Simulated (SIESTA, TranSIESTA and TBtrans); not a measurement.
## Fe chain with one bond stretched by 2.0 Å

System: Fe chain with one bond stretched by 2.0 Å. Leads: straight Fe chain, spacing 2.385 Å. Geometry: as built, not relaxed.

Method: TranSIESTA and TBtrans, PBE, DZP numerical orbitals (energy shift 0.15 eV), PseudoDojo norm-conserving scalar-relativistic potentials, mesh cutoff 200 Ry, 300 K, spin-polarised (collinear), no spin-orbit coupling; self-consistent non-equilibrium Green functions.

- Conductance at 300 K (G0 = 2e²/h) = 0.36
- Thermopower (μV/K) = -3.4
- Mean T from −0.5 to 0.5 eV = 0.37
- Spin polarisation of the conductance, (up − down)/(up + down) = 0.18

Energies count from the leads' Fermi level. Transmissions are for each spin. The energy step is 0.01 eV; narrower resonances are cut or missed.

| E (eV) | T up | T down | lead channels up | down |
|---|---|---|---|---|
| -1.95 | 0.21 | 0.057 | 4 | 1 |
| -1.80 | 0.23 | 0.068 | 4 | 1 |
| -1.65 | 0.24 | 0.082 | 1 | 1 |
| -1.50 | 0.28 | 0.098 | 1 | 1 |
| -1.35 | 0.32 | 0.11 | 1 | 1 |
| -1.20 | 0.35 | 0.13 | 1 | 1 |
| -1.05 | 0.38 | 0.15 | 1 | 1 |
| -0.90 | 0.40 | 0.16 | 1 | 1 |
| -0.75 | 0.41 | 0.18 | 1 | 3 |
| -0.60 | 0.41 | 0.21 | 1 | 3 |
| -0.45 | 0.41 | 0.23 | 1 | 4 |
| -0.30 | 0.41 | 0.26 | 1 | 4 |
| -0.15 | 0.41 | 0.26 | 1 | 4 |
| 0.00 | 0.42 | 0.29 | 1 | 4 |
| 0.15 | 0.44 | 0.34 | 1 | 4 |
| 0.30 | 0.46 | 0.38 | 1 | band edge |
| 0.45 | 0.49 | 0.40 | 1 | band edge |
| 0.60 | 0.53 | 0.40 | 1 | 4 |
| 0.75 | 0.58 | 0.43 | 1 | 4 |
| 0.90 | 0.64 | 0.56 | 1 | 4 |
| 1.05 | 0.72 | 0.67 | 3 | 4 |
| 1.20 | 0.82 | 0.70 | 3 | 4 |
| 1.35 | 0.91 | 0.62 | 3 | 2 |
| 1.50 | 0.99 | 0.59 | 3 | 1 |
| 1.65 | 1.06 | 0.83 | 3 | 3 |
| 1.80 | 1.11 | 0.96 | 3 | 3 |
| 1.95 | 1.13 | 1.03 | 3 | 3 |

The magnetic order of the leads was set by the start, and no other order was tried; the separate lead runs end at 3.46 (left) and 3.46 (right) μB an atom. The straight chain is held at its spacing; free chains may zigzag or dimerise.
